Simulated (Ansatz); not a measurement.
A self-consistent single point of Sc2HgSe4 (Fd-3m, 14 atoms in the cell) with Ansatz (a first-principles code).

Method of the run: PBEsol, default PAW files made with PBE (plane waves; Ansatz).

```yaml
crystal:
  lattice:
    - [0.00000, 5.58797, 5.58797]
    - [5.58797, 0.00000, 5.58797]
    - [5.58797, 5.58797, 0.00000]
  atoms:
    - { symbol: Sc, position: [0.12500, 0.12500, 0.12500] }
    - { symbol: Sc, position: [0.62500, 0.12500, 0.12500] }
    - { symbol: Sc, position: [0.12500, 0.62500, 0.12500] }
    - { symbol: Sc, position: [0.12500, 0.12500, 0.62500] }
    - { symbol: Hg, position: [0.75000, 0.75000, 0.75000] }
    - { symbol: Hg, position: [0.50000, 0.50000, 0.50000] }
    - { symbol: Se, position: [0.36260, 0.36260, 0.36260] }
    - { symbol: Se, position: [0.91220, 0.36260, 0.36260] }
    - { symbol: Se, position: [0.36260, 0.91220, 0.36260] }
    - { symbol: Se, position: [0.36260, 0.36260, 0.91220] }
    - { symbol: Se, position: [0.88740, 0.88740, 0.88740] }
    - { symbol: Se, position: [0.33780, 0.88740, 0.88740] }
    - { symbol: Se, position: [0.88740, 0.33780, 0.88740] }
    - { symbol: Se, position: [0.88740, 0.88740, 0.33780] }
```

Reference input (self-consistent single point, DFT, PBEsol, plane waves, default PAW files made with PBE): kpoints.mp_grid.grid = 5 5 5; hamiltonian.xc = pbesol; hamiltonian.pseudopotentials = {kind: paw} (the program's default PAW files); scf.occupations.method = fermi_dirac; scf.occupations.width = 0.1 eV. This run's input differs from it in these lines:

Ansatz 0.2 input:
```diff
@@ -21,3 +21,3 @@
 kpoints:
-  mp_grid: { grid: [5, 5, 5] }
+  mp_grid: { grid: [6, 6, 6] }
 hamiltonian:
@@ -26,3 +26,3 @@
 scf:
-  occupations: { method: fermi_dirac, width: 0.1 eV }
+  occupations: { method: fermi_dirac, width: 0.3 eV }
 output:
```

The program printed (abridged):

```
SCF iter   1: F=—  HF=-79193.162363 eV  |F-HF|=—  |Δ(HF+E_count)|=         —  Δρ=3.67e-3  dr2=7.17e-2  ethr=1.77e-3  ⟨swp⟩=5.0  Hψ=7352  notcnv=0
all-band conjugate gradients solve this SCF's bands
preconditioner: auto → Kerker (q_TF=auto, 2.511 Å⁻¹)
SCF iter   2: F=—  HF=-79193.148021 eV  |F-HF|=—  |Δ(HF+E_count)|=   1.43e-2  Δρ=2.07e-3  dr2=1.98e-2  ethr=3.38e-5  ⟨swp⟩=2.9  Hψ=4294  notcnv=0
   [... lines left out ...]
SCF iter   6: F=—  HF=-79193.144584 eV  |F-HF|=—  |Δ(HF+E_count)|=   4.50e-5  Δρ=4.11e-5  dr2=2.02e-5  ethr=4.25e-8  ⟨swp⟩=2.0  Hψ=2613  notcnv=0
SCF iter   7: F=—  HF=-79193.144593 eV  |F-HF|=—  |Δ(HF+E_count)|=   9.79e-6  Δρ=1.46e-5  dr2=1.90e-6  ethr=9.51e-9  ⟨swp⟩=2.0  Hψ=2827  notcnv=0
SCF iter   8: F=—  HF=-79193.144594 eV  |F-HF|=—  |Δ(HF+E_count)|=   6.87e-7  Δρ=5.38e-6  dr2=1.95e-7  ethr=8.95e-10  ⟨swp⟩=2.0  Hψ=3767  notcnv=0
SCF iter   9: F=-79193.144594 eV  HF=-79193.144594 eV  |F-HF|=3.96e-9  |Δ(HF+E_count)|=   4.34e-8  Δρ=2.05e-6  dr2=1.99e-8  ethr=4.72e-11  ⟨swp⟩=4.9  Hψ=7670  notcnv=0
SCF 1 converged in 9 iterations: F = -79193.144594 eV  dr2 = 1.99e-8
Free energy (F): -79193.144594 eV
Internal energy: -79192.490239 eV  (E = F + TS)
E sigma→0 (E₀):  -79192.817417 eV
Entropy (-TS):   -0.654355 eV (-46.740 meV/atom)
Fermi energy:    8.727095 eV
--- Forces (eV/Å), atoms counted from 1 ---
  atom   1  Sc     0.00000000    -0.00000000    -0.00000000
  atom   2  Sc     0.00000000    -0.00000000     0.00000000
  atom   3  Sc     0.00000000     0.00000000     0.00000000
  atom   4  Sc     0.00000000     0.00000000    -0.00000000
  atom   5  Hg     0.00000000    -0.00000000    -0.00000000
  atom   6  Hg    -0.00000000     0.00000000     0.00000000
  atom   7  Se     0.26591675     0.26591675     0.26591675
  atom   8  Se     0.26591675    -0.26591675    -0.26591675
   [... lines left out ...]
  atom  14  Se     0.26591675     0.26591675    -0.26591675
--- Stress (GPa, compression-positive) ---
        0.896773       0.000000       0.000000
       -0.000000       0.896773      -0.000000
        0.000000      -0.000000       0.896773
  P = ⅓ Tr σ = 0.8968 GPa (8.968 kbar)
  The stress holds the Pulay correction. Without it, at fixed plane waves, as pw.x and ABINIT print it: P = 0.8786 GPa
```

The run converged in 9 iterations. Against the reference run the free energy goes down by 13.3 meV/atom, the pressure moves little (0.81 to 0.90 GPa) and the largest force goes from 0.485 to 0.461 eV/Å.

The starting cell was generated: these elements placed on a structure prototype, without a prior relaxation; it need not be a known phase or ordering of this composition. Its lattice was rescaled by a random factor within 2.5 % of one. Ansatz's pressure includes its estimate of the finite-basis (Pulay) stress.

Cost on one core of a shared machine: roughly 50 s.
